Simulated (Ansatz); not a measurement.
Base system: Au in the fcc (Cu type) structure (space group Fm-3m, No. 225; a = 4.048 Å).

The values are results of LDA (Ansatz, a quantum-chemistry and plane-wave program; PAW; 420 eV plane waves; scalar-relativistic without spin-orbit coupling), not measurements.

Base values:

The volume per atom comes out as 16.58 Å³.

One thing is altered: a negative pressure, −2 GPa.

Task: What does the calculation give for the volume per atom after the change?

Result: The volume per atom goes up by 0.18 Å³ (16.58 Å³ → 16.76 Å³).

Load acts through the strain it causes; cell and atoms are relaxed under it. No phonon test of stability was made.
